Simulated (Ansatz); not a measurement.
Base system: SiC (space group P6_3mc, No. 186; a = 3.078 Å, c = 10.076 Å).

Level of theory: PBEsol, PAW, 420 eV (Ansatz, a quantum-chemistry and plane-wave program; scalar-relativistic without spin-orbit coupling), earlier PAW set.

Before the change:

- Lattice parameter a: 3.078 Å
- Valence-band top at Γ: 0.00, 0.00, -0.05 eV
- Smallest direct gap: 3.25 eV

It is then changed as follows: a hydrostatic pressure of 7 GPa.

Task: Predict the new mean gap deformation potential ΔEg/Δln V.

Result: The mean gap deformation potential ΔEg/Δln V comes out as -0.2 eV.

Task: Estimate the effect on the lattice parameter a.

Result: The lattice parameter a drops by 0.030 Å to 3.048 Å.

Task: Estimate the effect on the valence-band top at Γ.

Result: The valence-band top at Γ (three highest levels, from the VBM) is still 0.00, 0.00, -0.05 eV.

Task: What happens to the smallest direct gap?

Result: The smallest direct gap grows by 0.01 eV, from 3.25 eV to 3.26 eV.

Load acts through the strain it causes; cell and atoms are relaxed under it. Whether these cells are dynamically stable was not tested. No other phases were tried under pressure.
